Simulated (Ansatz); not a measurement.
Output of an Ansatz run (abridged):

```
WARN the atoms were moved onto the symmetric positions of the space group found under crystal.symmetry.tolerance 1.0e-5 (fractional …
WARN ansatz: RAYON_NUM_THREADS=1 ignored (pool sized by the plan → 1); use --threads N
Pseudopotentials: kind: paw
Pseudopotential: Lu, paw, valence charge 25
Pseudopotential: Cl, paw, valence charge 7
Crystal: 8 atoms, lattice volume = 265.334 Å³
Basis set: ecut = 420 eV, 5183 PW (Γ)
Bands: 56, of which v1, the nominal top of the filled ones, is band 46 counted from 1 (45 counted from 0)
Symmetry: 24 space group operations
Space group: P63/mmc (ITA 194), of the structure as read, at distance tolerance 6.4e-5 Å
k-points: 12 of 63
PAW frozen core: Lu, regenerated for the run's functional, and the local potential with it
PAW frozen core: Cl, regenerated for the run's functional, and the local potential with it
Initial density: superposition of atomic densities (neutral atoms: chi_scale 0, normalization atom), corrected by the library's trained network
Initial wavefunctions: pseudopotential atomic-orbital guess
Eigensolver: davidson
Functional: x = slater, c = lda
SCF iter   1: F=—  HF=-35267.243111 eV  |F-HF|=—  |Δ(HF+E_count)|=         —  Δρ=6.03e-3  dr2=1.22e-1  ethr=1.77e-3  ⟨swp⟩=4.8  Hψ=2227  notcnv=0  defer=78
all-band conjugate gradients solve this SCF's bands
preconditioner: auto → Resta (q_TF=auto, 2.287 Å⁻¹)
SCF iter   2: F=—  HF=-35267.214597 eV  |F-HF|=—  |Δ(HF+E_count)|=   2.85e-2  Δρ=2.99e-3  dr2=2.00e-2  ethr=1.32e-4  ⟨swp⟩=2.9  Hψ=1206  notcnv=0  defer=96
SCF iter   3: F=—  HF=-35267.213540 eV  |F-HF|=—  |Δ(HF+E_count)|=   1.06e-3  Δρ=1.48e-3  dr2=4.73e-3  ethr=2.17e-5  ⟨swp⟩=2.5  Hψ=1208  notcnv=0  defer=95
SCF iter   4: F=—  HF=-35267.208848 eV  |F-HF|=—  |Δ(HF+E_count)|=   4.69e-3  Δρ=6.34e-4  dr2=1.10e-3  ethr=5.14e-6  ⟨swp⟩=2.9  Hψ=1263  notcnv=0  defer=95
SCF iter   5: F=—  HF=-35267.208701 eV  |F-HF|=—  |Δ(HF+E_count)|=   1.47e-4  Δρ=1.25e-4  dr2=5.06e-5  ethr=1.19e-6  ⟨swp⟩=2.2  Hψ=1191  notcnv=0  defer=95
SCF iter   6: F=—  HF=-35267.209004 eV  |F-HF|=—  |Δ(HF+E_count)|=   3.02e-4  Δρ=2.82e-5  dr2=3.34e-6  ethr=5.51e-8  ⟨swp⟩=2.0  Hψ=1173  notcnv=0  defer=56
SCF iter   7: F=—  HF=-35267.209004 eV  |F-HF|=—  |Δ(HF+E_count)|=   7.42e-7  Δρ=5.77e-6  dr2=1.23e-7  ethr=3.63e-9  ⟨swp⟩=2.2  Hψ=1033  notcnv=0  defer=56
SCF iter   8: F=-35267.209004 eV  HF=-35267.209005 eV  |F-HF|=1.88e-8  |Δ(HF+E_count)|=   4.50e-8  Δρ=1.57e-6  dr2=1.59e-8  ethr=1.09e-10  ⟨swp⟩=13.4  Hψ=4183  notcnv=0
SCF 1 converged in 8 iterations: F = -35267.209004 eV  dr2 = 1.59e-8
SCF converged after 8 iterations
Free energy (F): -35267.209004 eV
Harris-Foulkes:  -35267.209005 eV  (|F-HF|=1.88e-8)
Internal energy: -35267.209004 eV  (E = F + TS)
E sigma→0 (E₀):  -35267.209004 eV
Fermi energy:    1.117909 eV
--- Per-component energies (eV) ---
  E_band       = -703.444597
  E_kinetic    = 1804.009041
  E_local      = -23952.312572  (includes V_loc(G=0)·N_el)
  E_nonlocal   = 1357.599726
  E_hartree    = 10314.250776
  E_xc         = -1067.606680
  E_vxc        = -1243.638777  (∫ρ·V_xc dr)
  E_paw        = -18023.553989  (= ΣΔE_a)
  E_vpaw       = 702.400009  (= ΣTr[D̂ρ^β])
  E_aug_tail   = 0.000644  (compensation charges beyond the density's cutoff)
  E_ewald      = -5705.376171
  E_core_change = 5.780220  (= ΣΔE_core)
  E_smearing   = -0.000000  (= −TS)
  E_closure    = 0.000000  (closes the sum)
  Σ components = -35267.209004   (vs F -35267.209004, Δ=0.00e0)
--- Forces (eV/Å), atoms counted from 1 ---
  atom   1  Lu    -0.00000000     0.00000000    -0.00000000
  atom   2  Lu    -0.00000000    -0.00000000     0.00000000
  atom   3  Cl    -0.10082567     0.05821173     0.00000000
  atom   4  Cl     0.10082567    -0.05821173    -0.00000000
  atom   5  Cl    -0.10082567    -0.05821173    -0.00000000
  atom   6  Cl     0.10082567     0.05821173     0.00000000
  atom   7  Cl     0.00000000    -0.11642345    -0.00000000
  atom   8  Cl     0.00000000     0.11642345     0.00000000
  max |Σ_I F_I| component: 2.78e-17 eV/Å
--- Stress (GPa, compression-positive) ---
       -0.916876       0.000000       0.000000
        0.000000      -0.916876      -0.000000
        0.000000      -0.000000      -1.756898
  P = ⅓ Tr σ = -1.1969 GPa (-11.969 kbar)
  The stress holds the Pulay correction. Without it, at fixed plane waves, as pw.x and ABINIT print it: P = -1.2110 GPa
--- Band table (eV; the first three rows and the last of 12) ---
  k-point 0: bands = ["-53.0095", "-53.0095", "-23.8003", "-23.8003", "-23.7997", "-23.7997", "-23.5882", "-23.5881", "-12.5108", "-12.3577", "-11.8144", "-11.8144", "-11.7417", "-11.7417", "-2.4247", "-2.0717", "-1.8954", "-1.8954", "-1.8664", [...]
  k-point 1: bands = ["-53.0074", "-53.0074", "-23.7881", "-23.7881", "-23.7876", "-23.7876", "-23.6600", "-23.6599", "-12.3731", "-12.2292", "-11.8031", "-11.8031", "-11.7380", "-11.7380", "-2.1921", "-1.9596", "-1.8888", "-1.8888", "-1.8562", [...]
  k-point 2: bands = ["-53.0027", "-53.0027", "-23.8167", "-23.8166", "-23.7606", "-23.7606", "-23.7603", "-23.7603", "-12.0500", "-11.9400", "-11.7774", "-11.7774", "-11.7329", "-11.7329", "-1.9883", "-1.9413", "-1.8596", "-1.8596", "-1.8509", [...]
  k-point 11: bands = ["-52.9989", "-52.9989", "-23.9380", "-23.9380", "-23.7384", "-23.7383", "-23.7383", "-23.7382", "-11.7624", "-11.7524", "-11.7524", "-11.7310", "-11.7310", "-11.7266", "-2.1993", "-2.1993", "-1.8317", "-1.8219", "-1.8219", [...]
```

The structure:

```xyz
8
Lattice="9.4166 0.0000 0.0000 -4.7083 8.1550 0.0000 0.0000 0.0000 3.4552" Properties=species:S:1:pos:R:3 pbc="T T T"
Lu     4.7083     2.7183     0.8638
Lu     0.0000     5.4367     2.5914
Cl     6.3670     1.7607     2.5914
Cl    -1.6587     6.3943     0.8638
Cl     1.6587     6.3943     0.8638
Cl     3.0496     1.7607     2.5914
Cl     4.7083     4.6337     2.5914
Cl     0.0000     3.5213     0.8638
```

Task: Reconstruct the input of this run.

Result: Other spellings and defaults could give the same log, and not every line can be read from it. The input that was run (DFT, LDA (PW92), plane waves, default PAW files made with PBE):

Ansatz 0.2 input:
```yaml
# LuCl3
crystal:
  lattice:
    - [9.416600, 0.000000, 0.000000]
    - [-4.708300, 8.155015, 0.000000]
    - [0.000000, 0.000000, 3.455207]
  atoms:
    - { symbol: Lu, position_ang: [4.708305, 2.718336, 0.863802] }
    - { symbol: Lu, position_ang: [-0.000005, 5.436679, 2.591405] }
    - { symbol: Cl, position_ang: [6.367034, 1.760668, 2.591405] }
    - { symbol: Cl, position_ang: [-1.658734, 6.394347, 0.863802] }
    - { symbol: Cl, position_ang: [1.658734, 6.394347, 0.863802] }
    - { symbol: Cl, position_ang: [3.049566, 1.760668, 2.591405] }
    - { symbol: Cl, position_ang: [4.708300, 4.633680, 2.591405] }
    - { symbol: Cl, position_ang: [-0.000000, 3.521335, 0.863802] }
basis:
  ecutwfc: 420.0
kpoints:
  mp_grid: { grid: [3, 3, 7] }
hamiltonian:
  xc: lda
  pseudopotentials: { kind: paw }
scf:
  occupations: { method: fixed }
output:
  forces: true
  eigenvalues: true
  stress: true
```

The starting cell comes from a database of computed structures (which also holds hypothetical and non-ambient phases and stackings), without a prior relaxation at this level. Its lattice was rescaled by up to half a per cent. Spin-orbit coupling is off. Ansatz's pressure includes its estimate of the finite-basis (Pulay) stress.

Ansatz is a first-principles code.
